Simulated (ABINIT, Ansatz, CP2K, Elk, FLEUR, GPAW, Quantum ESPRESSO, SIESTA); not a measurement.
## Code comparison for MoTe2 (P6_3/mmc, 6 atoms in the cell)

Self-consistent single point.

```
MoTe2
1.0
    1.75824    -3.04536     0.00000
    1.75824     3.04536     0.00000
    0.00000     0.00000    13.94604
Te Mo
4 2
Direct
  0.33333   0.66667   0.87900
  0.66667   0.33333   0.37900
  0.66667   0.33333   0.12100
  0.33333   0.66667   0.62100
  0.33333   0.66667   0.25000
  0.66667   0.33333   0.75000
```

All programs got the same cell, k-point mesh and kind of occupations (in Ansatz's words: kpoints.mp_grid.grid = 6 6 2; scf.occupations.method = fermi_dirac; scf.occupations.width = 0.05 eV); potentials, basis and cutoffs are each program's usual ones.

| code | model | pressure (GPa) | largest force (eV/Å) | gap on the mesh (eV) | k-points | cutoff |
|---|---|---|---|---|---|---|
| ABINIT | PBE, norm-conserving pseudopotentials (PseudoDojo nc-sr-05 PBE standard) | 3.26 | 0.242 | 0.815 | 14 | 82 Ry |
| CP2K | PBE, GPW, DZVP-MOLOPT-SR-GTH basis, GTH-PBE potentials (GTH_POTENTIALS) | 5.43 | 0.425 | 0.799 | 40 | grid 500 Ry |
| GPAW | PBE, GPAW PAW datasets PBE (gpaw-data 1.0.1) | 2.61 | 0.164 | 0.813 | 14 | 550 eV |
| SIESTA | GGA PBE, numerical atomic orbitals DZP, PseudoDojo PBE standard norm-conserving potentials (rewritten from UPF to PSML) | 4.42 | 0.680 | 0.876 | 46 | grid 300 Ry |
| FLEUR | PBE, all-electron FLAPW (FLEUR), scalar-relativistic valence | – | 0.256 | 0.820 | 14 | Kmax 4.2 1/bohr |
| Ansatz | PBE, default PAW files | 3.24 | 0.235 | 0.820 | 14 | default |
| Elk | PBE, all-electron FP-LAPW, Elk's shipped species files, default APW+lo basis | – | – | 0.817 | 14 | default |
| Quantum ESPRESSO | PBE, PSlibrary PAW (PBE) pseudopotentials | 3.35 | 0.287 | 0.801 | 14 | 55 Ry |

A dash marks a value that a program does not give, or that is left out as unsure.

Gaps are read on the mesh. Another mesh or the band path gives a smaller gap, so these values are not converged in the mesh.

The spread over the programs that give each value: pressure within 2.82 GPa; largest force within 0.516 eV/Å; gap on the mesh within 0.077 eV.

The starting cell has typed, rounded lattice constants, without a prior relaxation at this level. Its lattice was rescaled by a random factor within 2.5 % of one. On Ansatz's run: Spin-orbit coupling is off. In the base run, with a pressure of about 3 GPa the cell is away from its equilibrium volume at this level. Another mesh or the band path of this cell gives a smaller gap, so this value is not converged in the mesh.

### Question
Why do the programs differ, and what cannot be compared?

### Answer
Differences of this kind can come from the potentials, where these differ, and from what each basis and cutoff leave unconverged. The valence holds different numbers of electrons (ABINIT 92, CP2K 52, GPAW 52, SIESTA 92, FLEUR 92, Ansatz (a first-principles code) 92, Quantum ESPRESSO 52). The zero of total energies and Fermi levels follows the potentials and each program's conventions, so they are not compared here. CP2K and SIESTA use small atom-centred bases, whose incompleteness enters pressures, forces and empty levels differently from a plane-wave cutoff. FLEUR and Elk treat all electrons, but the usual bases taken here (sphere radii, linearisation, local orbitals, empty states) were not tested for convergence, so the values are no reference for the others. Ansatz's pressure is given at a fixed set of plane waves, as the other plane-wave codes print theirs; with its correction for the finite basis it is 3.27 GPa. The programs reduce the same mesh by symmetry to different extents, which changes the work and not the result. In the pressure, CP2K (by 2.18) and SIESTA (by 1.17) lie more than 1 GPa from the median of the plane-wave programs. In the force vectors, CP2K (by 0.186) and SIESTA (by 0.442) lie more than 0.08 eV/Å from the median of the plane-wave programs.

Keys are those of Ansatz 0.2.
